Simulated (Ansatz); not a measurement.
The parent structure is BaCd2P2 (space group P-3m1, No. 164; a = 4.368 Å, c = 7.468 Å; a cell from a computed database, its experimental status unchecked). Axes: x lies along a and z along c of the hexagonal cell.

Perturbation: uniaxial stress, 8 GPa compression along x; all other stress components relax to zero.

Levels (all Ansatz, a first-principles code, PAW): PBEsol (420 eV, without spin-orbit coupling); r2SCAN (500 eV, without spin-orbit coupling); HSE06 (420 eV, no SOC).

At the geometry relaxed with PBEsol, these levels gave the following band gaps, in shuffled order: (a) 0.69 eV, (b) 0.33 eV, (c) 1.01 eV.

**Question.** Match each gap to its level.

**Answer.** (a) r2SCAN; (b) PBEsol; (c) HSE06.

Single points use the geometry relaxed with PBEsol. The hybrid gap comes from the SCF mesh plus the semilocal run's edge points and a few special points and is an upper bound. Load acts through the strain it causes; cell and atoms are relaxed under it. Beyond what the load breaks, stability against distortions was not tested.
